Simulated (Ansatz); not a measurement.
GaP under load (space group R3m), Ansatz (a quantum-chemistry and plane-wave program) with r2SCAN with spin-orbit coupling, rigid bands. Condition of this run: uniaxial stress along [111] of -2 GPa (compression positive) (the target of the relaxation). Band gap 1.79 eV, N_c = 4.30e19 cm⁻³ and N_v = 1.24e19 cm⁻³ at 300 K, conductivity masses of 0.344 mₑ (electrons) and 0.445 mₑ (holes). Take k_BT = 0.02585 eV.

Question: A film of it is 8 nm thick. Estimate the confinement energies in an infinite well.

Answer: ħ²π²/(2m t²) = 0.376 eV·nm²/(m/mₑ × t²) gives 17.1 meV for electrons and 13.2 meV for holes, so the gap would widen to about 1.82 eV. Finite barriers and nonparabolic bands lower this, and with several valleys or bands the heaviest mass along the normal sets the lowest level, not this average.

Question: What built-in voltage has an abrupt junction with N_A = 1e16 and N_D = 1e18 cm⁻³, all dopants ionised?

Answer: V_bi = E_g/e − (k_BT/e) ln(N_c N_v/(N_A N_D)) = 1.79 − 0.02585 × 10.88 = 1.51 V, for the computed gap.

Question: Find the intrinsic carrier density and the intrinsic Fermi level.

Answer: n_i = √(N_c N_v) exp(−E_g/2k_BT) = 2.31e19 × exp(−34.62) = 2.1e4 cm⁻³. The level lies (k_BT/2) ln(N_v/N_c) = -16 meV from mid-gap (positive towards the conduction band). Each 0.1 eV added to the gap lowers n_i by a factor of 6.9.

Rigid bands with the computed gap; masses take one relaxation time for all states.
